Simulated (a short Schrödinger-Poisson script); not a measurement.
From a short Schrödinger-Poisson script (our own, NumPy): one-band effective-mass equation with BenDaniel-Duke matching, electrons, heavy and light holes apart, hard walls at the outer ends, one valence edge for both holes (no strain splitting), no charge, excitons, band mixing or non-parabolicity; under a field the levels are quasi-bound states of a box, listed while three quarters of their weight lies within 4 nm of the wells.

Structure: coupled double GaAs/Al0.1Ga0.9As quantum well.

```tsv
layer	material	thickness (nm)
1	Al0.1Ga0.9As	20
2	GaAs	4
3	Al0.1Ga0.9As	1.5
4	GaAs	4
5	Al0.1Ga0.9As	20
```

Constants are typed, rounded textbook-type inputs, not results; the design itself was drawn at random and stands for no fabricated device. GaAs: direct gap (eV) 1.424, conduction-band edge (eV) 0, electron mass (mₑ) 0.067, heavy-hole mass 0.377, light-hole mass 0.09. Al0.1Ga0.9As: direct gap (eV) 1.549, conduction-band edge (eV) 0.079, electron mass (mₑ) 0.0753, heavy-hole mass 0.387, light-hole mass 0.099.

The valence-band edge of each layer lies one gap below its conduction-band edge. The electron's potential energy rises along the stack by the applied field. Mesh 0.03 nm at interfaces.

Gate and field steps stay those of the base.

One input was changed, with this effect: e1-hh1 transition at zero applied field 1.475 → 1.485 eV; shift of e1-hh1 at 20.6 kV/cm -4.3 → -3.1 meV; hh1 − lh1 8.7 → 10.5 meV; e1 above the well's band edge 36.4 → 43.9 meV.

Question: Which change was it?
(A) width of the first well 4 → 2 nm
(B) width of the first well 4 → 2.6 nm
(C) electron mass in both wells 0.067 → 0.057 mₑ
(D) conduction-band offset 0.079 → 0.071 eV

Answer: A, width of the first well 4 → 2 nm

Excitons are left out, and strain enters only through the typed gaps and offsets, so measured lines lie elsewhere.
